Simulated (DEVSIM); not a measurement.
Si p-i-n diode

System: Si p-i-n diode, at 300 K.

```tsv
layer (left to right)	material	thickness (μm)	Nd (cm⁻³)	Na (cm⁻³)	τn (s)	τp (s)
1	Si	1.60	-	1.5e18	4.7e-6	4.7e-6
2	Si	2.50	2.6e12	-	4.7e-6	4.7e-6
3	Si	0.880	6.2e18	-	4.7e-6	1.4e-6
```

Left contact: ohmic. Right contact: ohmic. Voltage is applied to the left contact. Recombination: SRH at mid-gap, radiative, Auger. Mobility is constant in doping.

This is a model device: material constants are rounded textbook-type values typed into the input, and sizes, dopings and lifetimes were drawn at random. Values at 300 K.

| parameter | Si |
|---|---|
| gap (eV) | 1.124 |
| affinity (eV) | 4.05 |
| permittivity | 11.7 |
| Nc (cm⁻³) | 2.86e19 |
| Nv (cm⁻³) | 3.1e19 |
| μn (cm²/Vs) | 1417 |
| μp (cm²/Vs) | 470 |
| B (cm³/s) | 4.7e-15 |
| Cn (cm⁶/s) | 2.8e-31 |
| Cp (cm⁶/s) | 9.9e-32 |

DEVSIM, 1D drift-diffusion, Boltzmann statistics, complete ionisation; no tunnelling, impact ionisation, image-force lowering or self-heating.

| Property | Result |
|---|---|
| Potential step across the device at zero bias | 1.006 V |
| Dark forward voltage at 1 A/cm² | 0.683 V |
| Dark forward voltage at 100 A/cm² | 0.804 V |

Dark forward current:

```csv
V (V),J (A/cm²)
0.05,1.2e-8
0.10,4.4e-8
0.15,1.4e-7
0.20,4.4e-7
0.25,1.4e-6
0.30,4.8e-6
0.35,1.8e-5
0.40,7.0e-5
0.45,0.00030
0.50,0.0014
0.55,0.0073
0.60,0.044
0.65,0.28
0.70,1.9
0.75,13
0.80,85
0.85,540
0.90,3000
```

Dark reverse current:

| V (V) | J (A/cm²) |
|---|---|
| -0.40 | -1.8e-8 |
| -1.00 | -2.7e-8 |
| -2.00 | -3.3e-8 |
| -3.00 | -3.7e-8 |
| -4.00 | -3.8e-8 |
| -6.00 | -4.0e-8 |
| -8.00 | -4.2e-8 |
| -10.00 | -4.2e-8 |
| -13.00 | -4.3e-8 |
| -16.00 | -4.4e-8 |
| -20.00 | -4.4e-8 |
